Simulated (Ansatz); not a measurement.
Structure of amorphous Si$_{12}$Sn$_{12}$O$_{36}$ (periodic cell):

```xyz
60
Lattice="9.6051 0.0026 -0.4221 0.0026 10.4162 0.1824 -0.4221 0.1824 10.4642" Properties=species:S:1:pos:R:3 pbc="T T T"
Si     7.0598     1.8165     3.3357
Si     2.4446     6.7945     0.3532
Si     3.2040     3.5857     5.3787
Si     4.1489     8.3028     2.3883
Si     0.1253    10.2655     7.5588
Si     8.5189     9.7360     4.3189
Si     2.2364     3.5933     0.4611
Si     6.1726     4.2196     4.9351
Si     6.9968     4.3735    10.1594
Si     5.7669    10.1726     0.2613
Si     6.5053     5.7779     7.5411
Si     5.1702     2.5401     1.1193
Sn     3.5931     3.4055     8.2144
Sn     9.2246     3.0818     7.8891
Sn     0.3050     3.9606     3.2798
Sn     5.9562     9.3378     7.4857
Sn     1.0959     7.8287     3.2641
Sn     9.0772     1.0155     0.5894
Sn     2.7791     0.3564     5.3984
Sn    -0.1902     7.1481     6.7647
Sn     8.1915     7.4186    10.1239
Sn     2.4749     9.8413     9.5967
Sn     3.9326     7.3121     5.6031
Sn     7.1144     7.1173     3.0898
O      2.9006     4.6179     6.6323
O      5.1114     7.7027     3.5993
O      8.0556     6.2837     7.7062
O      3.6504     7.0317     1.4562
O      4.2444     9.3161     6.2729
O      1.0756     3.1991     1.5051
O      6.0898     5.1837     9.0116
O      2.3049     7.7590     9.4304
O      1.8005    10.3100     7.5553
O      3.6974     3.1991     1.1039
O      5.6114     1.9338     2.5705
O      2.2914     5.1991     0.1033
O      5.5595     7.0490     7.0785
O      7.9734     8.2490     4.8408
O      9.1142     1.0030     7.9060
O      6.3091     4.4820     6.5578
O      5.1534     1.2921     0.0597
O      8.3590     2.1890     2.4011
O      9.4678     9.5561     2.9978
O      2.8242     8.9875     3.0352
O      2.0108     3.2870     4.3463
O      7.8368     3.0739     9.5841
O      4.7604     9.7059     9.2983
O      9.3571    10.4601     5.5337
O      1.5810     3.0439     9.4535
O      3.5888     2.1900     6.2736
O      9.2457     8.7865     7.6226
O      6.2743     3.6712     0.7387
O      1.0188     7.3716     1.0528
O      4.5733     4.1117     4.5819
O      8.4016     5.2941     0.3802
O      5.0266     9.3309     1.4736
O      6.9183     5.4272     4.1844
O      6.9592     2.8032     4.6434
O      7.2049     0.2583     3.8317
O      7.3587    10.1794     0.4379
```

All values below come from PBE, scalar-relativistic without spin-orbit coupling (plane waves to 420 eV, PAW; Ansatz, a quantum-chemistry and plane-wave program).

The cell was made by melting and quenching with the CHGNet potential and then relaxed with DFT. O atoms were pushed apart under 1.9 Å during the dynamics, to hinder bonds among them. The hot cell started wider than the set density and was brought back towards it in steps. It is the lowest in DFT energy of 2 quenches. It is a model cell: composition and starting density were chosen by hand, and all elements were melted together. No dispersion term was used. Its density started from a set value of 3.90 and ended at 3.72 g/cm³. Cooling (nominally 290 K/ps over its main leg) ran many orders faster than in experiment, which tends to leave more defects and strain. A cell of this size samples the disorder only roughly. Volume and shape were free in the relaxation.

Cut-offs for bonds: Si-Si 2.60 Å, Si-Sn 2.75 Å, Si-O 1.92 Å, Sn-Sn 3.06 Å, Sn-O 2.82 Å, O-O 1.58 Å. Two cations that share two anions don't count as bonded, nor two that share one unless they lie closer than Si-Si 2.38 Å, Si-Sn 2.68 Å, Sn-Sn 2.97 Å.

Give the coordination numbers, mean bond lengths and angles.


The mean coordination of Si by anions is 4.00 (12 with 4). The mean coordination of Sn by anions comes out as 3.08 (11 with 3, 1 with 4), the mean coordination of O is 2.36 (23 with 2, 13 with 3) and the mean Si-O bond is 1.643 Å (spread 0.021 Å, 48 counted). The mean Sn-O bond comes out as 2.234 Å (spread 0.159 Å, 37 counted) and the bond angle at Si is mean 109.4°, spread 3.4°. The bond angle at Sn comes out as mean 93.9°, spread 15.5° and the bond angle at O is mean 124.8°, spread 15.7°.

Which atoms depart from the most common coordination of their element?

Sn18 has 4 (O60 2.15 Å, O42 2.27 Å, O46 2.52 Å, O30 2.76 Å; O43 at 2.94 Å just beyond); O26 has 3 (Si4 1.66 Å, Sn24 2.15 Å, Sn23 2.36 Å); O27 has 3 (Si11 1.64 Å, Sn20 2.11 Å, Sn21 2.67 Å); O29 has 3 (Sn16 2.10 Å, Sn23 2.14 Å, Sn19 2.18 Å); O30 has 3 (Si7 1.61 Å, Sn15 2.08 Å, Sn18 2.76 Å); O33 has 3 (Si5 1.68 Å, Sn22 2.20 Å, Sn19 2.25 Å); O37 has 3 (Si11 1.65 Å, Sn23 2.21 Å, Sn16 2.36 Å); O38 has 3 (Si6 1.67 Å, Sn24 2.25 Å, Sn20 2.35 Å); O42 has 3 (Si1 1.64 Å, Sn18 2.27 Å, Sn15 2.40 Å); O46 has 3 (Si9 1.65 Å, Sn14 2.19 Å, Sn18 2.52 Å); O47 has 3 (Si10 1.67 Å, Sn16 2.20 Å, Sn22 2.31 Å); O49 has 3 (Si7 1.66 Å, Sn14 2.27 Å, Sn13 2.39 Å); O50 has 3 (Si3 1.70 Å, Sn19 2.19 Å, Sn13 2.29 Å); O53 has 3 (Si2 1.69 Å, Sn21 2.24 Å, Sn17 2.26 Å).

List the pairs of like atoms that count as bonded by the rules above.

There are none by these rules.
